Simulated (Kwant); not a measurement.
System: six-terminal Hall bar in a InAs two-dimensional gas. Effective mass 0.023 mₑ, grid spacing 5.8 nm, hard walls, nominal width 150 nm (25 grid rows, so walls 150.8 nm apart), one parabolic valley, scattering region 390 nm long along x; energies count from the band bottom; Fermi energy swept from 0.0044 to 0.0352 eV. Four side probes 75 nm wide, two on each edge; current runs along x; the sign of the Hall resistance is a convention. Perpendicular field 1.6 T, also in the leads; orbital effect alone.

The device is made up for the run: typed textbook-type constants, with dimensions and the other settings drawn at random.

Computed with Kwant: effective-mass tight-binding model on a square grid, one spin, coherent transport at 0 K. Resistances are in h/e².

| E (meV) | A | B | C | D |
|---|---|---|---|---|
| 4.400 | 1.00 | 1.00 | 1.00 | 1.00 |
| 5.966 | 1.00 | 1.00 | 1.00 | 1.00 |
| 7.532 | 1.00 | 1.00 | 1.00 | 0.50 |
| 9.620 | 1.00 | 0.50 | 1.00 | 0.50 |
| 11.19 | 1.00 | 0.50 | 0.50 | 0.33 |
| 13.28 | 0.50 | 0.50 | 0.50 | 0.33 |
| 14.84 | 0.50 | 0.33 | 0.50 | 0.32 |
| 16.93 | 0.50 | 0.33 | 0.50 | 0.25 |
| 18.50 | 0.50 | 0.33 | 0.33 | 0.25 |
| 20.58 | 0.33 | 0.25 | 0.33 | 0.14 |
| 22.15 | 0.33 | 0.25 | 0.33 | 0.21 |
| 24.24 | 0.33 | 0.25 | 0.26 | 0.14 |
| 25.80 | 0.33 | 0.21 | 0.25 | 0.12 |
| 27.89 | 0.25 | 0.20 | 0.25 | 0.11 |
| 29.46 | 0.25 | 0.20 | 0.25 | 0.11 |
| 31.55 | 0.25 | 0.17 | 0.20 | 0.10 |
| 33.11 | 0.25 | 0.16 | 0.20 | 0.096 |
| 35.20 | 0.20 | 0.16 | 0.20 | 0.095 |

Question: Column A is the base. The others each differ by one change: magnetic field 1.6 → 0.8 T; magnetic field 1.6 → 1.1 T; magnetic field 1.6 → 1.4 T. Which is which?

Answer: B: magnetic field 1.6 → 1.1 T; C: magnetic field 1.6 → 1.4 T; D: magnetic field 1.6 → 0.8 T.
